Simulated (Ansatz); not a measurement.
**metastable 2H silicon carbide: the defect Ge on the Si site (Ge_Si)**

Level of theory: PBE, PAW (plane waves to 420 eV; Ansatz, a quantum-chemistry and plane-wave program). Cell: 96 sites, 3×2×2; final energies on a 2×2×2 shifted mesh. Site at the start: the Si site. Charged cells carry a point-charge image correction with potential alignment at far atoms. Dielectric constants: PBE linear response of the host. Host gap at this level: 2.31 eV. Finite-size and sampling errors can reach tenths of an eV here. The semilocal functional narrows the gap, so deep levels can fall outside it. Spin–orbit coupling is left out. Each state is the lowest found from its start.

```json
[
 {"charge": "+1*", "moment (μB)": "quenched", "largest move off a lattice site (Å)": "0.07", "image correction with alignment (eV)": "–"},
 {"charge": "0", "moment (μB)": "not spin-polarised", "largest move off a lattice site (Å)": "0.08", "image correction with alignment (eV)": "0.00"},
 {"charge": "−1*", "moment (μB)": "1.0", "largest move off a lattice site (Å)": "0.07", "image correction with alignment (eV)": "–"}
]
```

* At this level the carrier isn't localised at the defect: at charge +1 holes occupy the valence band; at charge −1 electrons occupy the conduction band. Such a state is shallow or no state of the defect, and this cell gives it no level.

Starting moments that weren't kept: charge +1 began with 1 μB and ended with 0.0.

Flagged in the runs: a host whose relaxation on this sampling wasn't shown to rest.
